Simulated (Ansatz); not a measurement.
The reference is GaAs in the zinc blende structure (space group F-43m, No. 216).

```
GaAs
1.0
    0.00000     2.80140     2.80140
    2.80140     0.00000     2.80140
    2.80140     2.80140     0.00000
Ga As
1 1
Cartesian
  0.00000   0.00000   0.00000
  1.40070   1.40070   1.40070
```

The values are results of LDA (Ansatz, a quantum-chemistry and plane-wave program), without spin-orbit coupling, not measurements.

Before the change:

The smallest direct gap is 0.49 eV and the band gap is 0.49 eV. The gap character comes out as direct at Γ and the width of the top valence band is 3.49 eV.

Now apply this change: every lattice vector is shortened by 3.00 %; the atoms relax in the strained cell.

Problem. What does the calculation give for the smallest direct gap, band gap, gap character, energy relative to the base and width of the top valence band after the change?

Solution. The smallest direct gap goes up by 0.71 eV to 1.20 eV; the band gap increases by 0.61 eV to 1.10 eV; the gap character changes from direct at Γ to indirect, Γ → Γ–X (87 % along); the energy rises by 46 meV/atom; the width of the top valence band grows by 0.47 eV to 3.96 eV.

Gaps are Kohn–Sham eigenvalue differences; semilocal functionals usually give less than the measured gap. Stability against distortions was not tested.
